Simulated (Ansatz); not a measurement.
**Input and output of a self-consistent single point for CaSe (Fm-3m, 2 atoms in the cell) (Ansatz, a program for electronic structure)**

Level of theory: PBE (plane waves, PAW; Ansatz).

Input:

Ansatz 0.2 input:
```yaml
crystal:
  lattice:
    - [0.00000000, 2.97480000, 2.97480000]
    - [2.97480000, 0.00000000, 2.97480000]
    - [2.97480000, 2.97480000, 0.00000000]
  atoms:
    - { symbol: Ca, position: [0.00000000, 0.00000000, 0.00000000] }
    - { symbol: Se, position: [0.50000000, 0.50000000, 0.50000000] }
basis:
  ecutwfc: 30.9 Ry
kpoints:
  mp_grid: { grid: [7, 7, 7] }
hamiltonian:
  xc: pbe
  pseudopotentials: { kind: paw }
scf:
  occupations: { method: fermi_dirac, width: 0.0037 Ry }
output:
  forces: true
  eigenvalues: true
  stress: true
```

Output, abridged:

```
WARN ansatz: RAYON_NUM_THREADS=1 ignored (pool sized by the plan → 1); use --threads N
Pseudopotentials: kind: paw
Pseudopotential: Ca, paw, valence charge 10
Pseudopotential: Se, paw, valence charge 16
Crystal: 2 atoms, lattice volume = 52.651 Å³
Basis set: ecut = 420.4159175005146 eV, 965 PW (Γ), exchange–correlation on 60×60×60 points (8 copies of the dense FFT grid, shifted against one another)
Bands: 17, of which v1, the nominal top of the filled ones, is band 13 counted from 1 (12 counted from 0)
Symmetry: 48 space group operations
Space group: Fm-3m (ITA 225), of the structure as read, at distance tolerance 3.7e-5 Å
k-points: 20 of 343
Initial density: superposition of atomic densities (neutral atoms: chi_scale 0, normalization atom), corrected by the library's trained network
Initial wavefunctions: pseudopotential atomic-orbital guess
Eigensolver: davidson
Functional: x = pbe(κ = 0.804, μ = 0.2195149727645171), c = pbe(β = 0.06672455060314922)
SCF iter   1: F=—  HF=-7290.002784 eV  |F-HF|=—  |Δ(HF+E_count)|=         —  Δρ=5.35e-4  dr2=1.58e-4  ethr=1.77e-3  ⟨swp⟩=6.8  Hψ=1951  notcnv=0
all-band conjugate gradients solve this SCF's bands
preconditioner: auto → none
SCF iter   2: F=—  HF=-7290.002724 eV  |F-HF|=—  |Δ(HF+E_count)|=   6.05e-5  Δρ=3.26e-4  dr2=1.03e-4  ethr=6.08e-7  ⟨swp⟩=2.1  Hψ=776  notcnv=0
SCF iter   3: F=—  HF=-7290.002742 eV  |F-HF|=—  |Δ(HF+E_count)|=   1.79e-5  Δρ=2.33e-4  dr2=4.23e-5  ethr=3.98e-7  ⟨swp⟩=2.0  Hψ=600  notcnv=0
SCF iter   4: F=—  HF=-7290.002728 eV  |F-HF|=—  |Δ(HF+E_count)|=   1.34e-5  Δρ=6.16e-5  dr2=1.98e-6  ethr=1.63e-7  ⟨swp⟩=2.4  Hψ=483  notcnv=0
iter 5 did not close the SCF: its close was put off for the readings that it lacked (scf_convergence_deferred on its scf_iter line)
SCF iter   5: F=-7290.002729 eV  HF=-7290.002729 eV  |F-HF|=7.92e-8  |Δ(HF+E_count)|=   6.88e-7  Δρ=7.21e-6  dr2=2.88e-8  ethr=7.61e-9  ⟨swp⟩=2.2  Hψ=474  notcnv=0
SCF iter   6: F=-7290.002729 eV  HF=-7290.002729 eV  |F-HF|=1.07e-8  |Δ(HF+E_count)|=   2.69e-8  Δρ=3.13e-6  dr2=1.03e-8  ethr=1.11e-10  ⟨swp⟩=2.0  Hψ=1243  notcnv=0
SCF 1 converged in 6 iterations: F = -7290.002729 eV  dr2 = 1.03e-8
SCF converged after 6 iterations
Free energy (F): -7290.002729 eV
Harris-Foulkes:  -7290.002729 eV  (|F-HF|=1.07e-8)
Internal energy: -7290.002729 eV  (E = F + TS)
E sigma→0 (E₀):  -7290.002729 eV
Fermi energy:    7.928455 eV
--- Per-component energies (eV) ---
  E_band       = -516.022171
  E_kinetic    = 398.183615
  E_local      = -3226.283058  (includes V_loc(G=0)·N_el)
  E_nonlocal   = -533.230817
  E_hartree    = 1480.633779
  E_xc         = -243.066129
  E_vxc        = -271.517795  (∫ρ·V_xc dr)
  E_paw        = -2769.051172  (= ΣΔE_a)
  E_vpaw       = 155.562327  (= ΣTr[D̂ρ^β])
  E_aug_tail   = -0.000582  (compensation charges beyond the density's cutoff)
  E_ewald      = -2397.188365
  E_smearing   = -0.000000  (= −TS)
  E_closure    = 0.000000  (closes the sum)
  Σ components = -7290.002729   (vs F -7290.002729, Δ=0.00e0)
--- Forces (eV/Å), atoms counted from 1 ---
  atom   1  Ca    -0.00000000    -0.00000000     0.00000000
  atom   2  Se     0.00000000    -0.00000000    -0.00000000
  max |Σ_I F_I| component: 1.93e-29 eV/Å
--- Stress (GPa, compression-positive) ---
        0.209222       0.000000      -0.000000
       -0.000000       0.209222       0.000000
       -0.000000       0.000000       0.209222
  P = ⅓ Tr σ = 0.2092 GPa (2.092 kbar)
  The stress holds the Pulay correction. Without it, at fixed plane waves, as pw.x and ABINIT print it: P = 0.2025 GPa
--- Band table (eV; the first three rows and the last of 20) ---
  k-point 0: bands = ["-38.9628", "-38.9628", "-38.9576", "-38.9576", "-38.9576", "-32.9369", "-13.9258", "-13.9258", "-13.9258", "-4.8595", "6.8783", "6.8783", "6.8783", "10.1323", "10.5948", "10.5948", "10.5948"]
  k-point 1: bands = ["-38.9628", "-38.9628", "-38.9576", "-38.9576", "-38.9576", "-32.9358", "-13.9459", "-13.9271", "-13.9271", "-4.7457", "5.9529", "6.5889", "6.5889", "10.4798", "10.8575", "10.8575", "11.3286"]
  k-point 2: bands = ["-38.9628", "-38.9628", "-38.9576", "-38.9575", "-38.9575", "-32.9332", "-13.9903", "-13.9301", "-13.9301", "-4.4738", "4.6096", "6.0855", "6.0855", "10.6697", "11.4856", "11.4856", "12.7772"]
  k-point 19: bands = ["-38.9629", "-38.9627", "-38.9575", "-38.9575", "-38.9574", "-32.9288", "-13.9828", "-13.9820", "-13.9531", "-4.2191", "4.7876", "4.8381", "5.5174", "10.8527", "11.7274", "12.2746", "12.6335"]
```

The run converged in 6 iterations.

The starting cell has typed, rounded lattice constants, without a prior relaxation at this level. Its lattice was rescaled by up to half a per cent. Ansatz's pressure includes its estimate of the finite-basis (Pulay) stress. Another mesh or the band path of this cell gives a smaller gap, so this value is not converged in the mesh.
